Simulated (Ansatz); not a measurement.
Start from GeSe (space group P6_3mc, No. 186; a = 4.710 Å, c = 5.685 Å; a hypothetical phase, not in the database extracts checked).

The change: a fraction x = 0.25 of the Ge sites is given to Sn, ordered in a cell of 8 atoms (starting symmetry P3m1) and fully relaxed.

The other end (x = 1) is SnSe (space group P6_3mc, No. 186; a hypothetical phase, not in the database extracts checked): 32.72 Å³/atom, gap 0.32 eV; this end may not be an ambient phase.

Levels (all Ansatz, a quantum-chemistry and plane-wave program, PAW, earlier PAW set): PBEsol (420 eV, scalar-relativistic without spin-orbit coupling); HSE06 (420 eV, scalar-relativistic without spin-orbit coupling).

The geometry is relaxed with PBEsol.

| Item | Result |
|---|---|
| PBEsol band gap | 0.50 eV |

Problem. Predict the band gap from HSE06.

Solution. The band gap goes up by 0.28 eV to 0.78 eV.

Single points use the geometry relaxed with PBEsol. The hybrid gap comes from the SCF mesh plus the semilocal run's edge points and a few special points and is an upper bound. These are small ordered cells, not random alloys; other orderings at the same x differ. Whether these cells are dynamically stable was not tested.
